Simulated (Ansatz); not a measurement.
# HfO2: stress against strain

HfO2 (fluorite, Fm-3m, 10.423 Å³/atom at rest) under an equal strain ε in the (001) plane with the normal axis free, as in a coherent film. LDA in Ansatz, a plane-wave DFT program (PAW, default set), 420 eV, 11×11×11 Γ-centred mesh, Fermi-Dirac smearing 0.05 eV; ions are relaxed within the symmetry of each cell. Stress is positive for a compressed cell.

Here s stands for strain and y for stress xx.

| strain (%) | stress xx (GPa) |
|---|---|
| -3.00 | ? |
| -1.50 | 10.72 |
| -1.00 | 7.02 |
| -0.50 | 3.44 |
| 0.00 | 0.00 |
| 0.50 | -3.34 |
| 1.00 | -6.56 |
| 1.50 | -9.68 |

Q: Fit y against s with a straight line, and predict the withheld value at s = -3.00.

A: Means: s 0, y 0.229. About the means, the sum of products is -47.570 and the sum of squares of s is 7.0000; the slope is their ratio. Least squares gives y = 0.229 - 6.7957·s. Residuals (row less fit): 0.297, -0.005, -0.187, -0.229, -0.171, 0.007, 0.285; standard error 0.239 (degrees of freedom: 5). The slope gives the biaxial elastic modulus of this plane = 680 ± 9 GPa. At the withheld row, y = 0.229 - 6.7957 × (-3.0) = 20.616 GPa. The calculation gives 22.54 GPa, 1.924 GPa above the prediction (6.0 % of the range of y in the table). The row lies outside the fitted rows, so this is an extrapolation. From the scatter of the fitted rows alone, a prediction at this place has a standard error of 0.373 GPa, so the miss is 5.2 times that.

One order more, fitted to all 13 runs of the series, follows each within 0.03, so the miss is the next term of a smooth law. The primitive cell can neither tilt nor turn polar against its symmetry, as such crystals can under strain. HfO2 is here the high-temperature cubic form, which is unstable at 0 K; the monoclinic form is the stable one. Rows are the converged runs of the series near zero and its far end; series whose fitted rows scatter by over a few per cent of the range, as at a crossing or softening among them, aren't shown in this form. Most that stay on the fit to the last digits aren't either.
